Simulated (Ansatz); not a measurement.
A computed series for hypothetical P6_3/mmc PtSe2: thickness series

Base system: PtSe₂ in the 2H-MoS2 type structure (space group P6_3/mmc, No. 194; a = 3.571 Å, c = 10.967 Å; a hypothetical phase, not in the database extracts checked; layered, stacked along the Cartesian z axis).

Free-standing slabs (3 atom(s) a layer) normal to the stacking axis with 15 Å of vacuum; in-plane cell relaxed.

Calculations: Kohn–Sham DFT with the PBE-D3(BJ) functional, run in Ansatz (a quantum-chemistry and plane-wave program) with PAW and 420 eV plane waves, without spin-orbit coupling.

Notes on the quantities. layer's space group: with vacuum; excess energy per area of both faces: slab less bulk energy over the cell's area: twice a surface energy; uncertain by up to 0.1 J/m².

```tsv
variant	layer's space group	excess energy per area of both faces	shortest interatomic distance	thickness between the outermost nuclei
base	–	–	2.563 Å	–
1 layer	P-6m2 (No. 187)	0.86 J/m²	2.552 Å	3.01 Å
2 layers	P-3m1 (No. 164)	0.9 J/m²	2.532 Å	8.61 Å
3 layers	P-6m2 (No. 187)	0.8 J/m²	2.526 Å	14.12 Å
```

Slab and bulk use different k-meshes, which limits the precision of the excess energy. No phonon test of stability was made. All final runs are without spin polarisation. PtSe2 has a high density of states at the Fermi level and may be magnetic at this level.
